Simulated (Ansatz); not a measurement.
Base system: WS₂ (space group P6_3/mmc, No. 194; a = 3.1147 Å, c = 11.7724 Å; layered, stacked along the Cartesian z axis). Axes: x lies along a and z along c of the hexagonal cell.

All numbers come from PBEsol-D3(BJ) (Ansatz, an electronic-structure program, PAW, no SOC).

Strains are applied to the cell and any free atomic positions relax.

One change was made to it. Results:

```csv
quantity,base,after
band gap,0.65 eV,0.84 eV
hole mass,"0.96 mₑ along c, 0.46 mₑ across (at Γ)","0.80 mₑ along z, 0.60 mₑ across (at Γ)"
"valence-band top at Γ (three highest levels, from the VBM)","0.00, -1.26, -1.60 eV","0.00, -1.43, -1.45 eV"
```

Q: Which change produced these results?
A. uniaxial strain ε_zz = +3.00 %
B. uniaxial strain ε_zz = +1.80 %
C. uniaxial strain ε_zz = +1.20 %

A: A, uniaxial strain ε_zz = +3.00 %. For comparison, the band gap in the other runs: uniaxial strain ε_zz = +1.20 % gives 0.73 eV; uniaxial strain ε_zz = +1.80 % gives 0.77 eV.

With W present, leaving out spin-orbit coupling can change the band edges. Masses are band curvatures over ±0.01 Å⁻¹ around the edge. Stability against distortions was not tested.
